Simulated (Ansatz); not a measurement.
Base system: WSe₂ (space group P6_3/mmc, No. 194; a = 3.300 Å, c = 13.151 Å; layered, stacked along the Cartesian z axis).

Calculations: Ansatz (a first-principles code), r2SCAN+rVV10, PAW, cutoff 500 eV, spin-orbit coupling left out.

Carriers are added at fixed cell with a uniform background; the Fermi–Dirac width is that of 300 K.

One change was made to it. Results:

```tsv
quantity	base	after
gap between the host's bands	1.12 eV	1.04 eV
Fermi level relative to the doped band's edge (positive inside the band; to 0.05 eV)	–	+0.75 eV
```

Which of these changes matches the shifts?
A. electrons 3.0×10^21 cm⁻³
B. electrons 1.0×10^22 cm⁻³
C. holes 3.0×10^21 cm⁻³
D. holes 1.0×10^22 cm⁻³

B, electrons 1.0×10^22 cm⁻³. For comparison, the gap between the host's bands in the other runs: holes 1.0×10^22 cm⁻³ gives 1.16 eV; holes 3.0×10^21 cm⁻³ gives 1.15 eV; electrons 3.0×10^21 cm⁻³ gives 1.10 eV.

Carriers are added with a uniform compensating background; total energy and stress of such cells depend on the potential's zero and are not compared; many-body gap narrowing is missing at this level. With W present, leaving out spin-orbit coupling can change the band edges. No phonon test of stability was made.
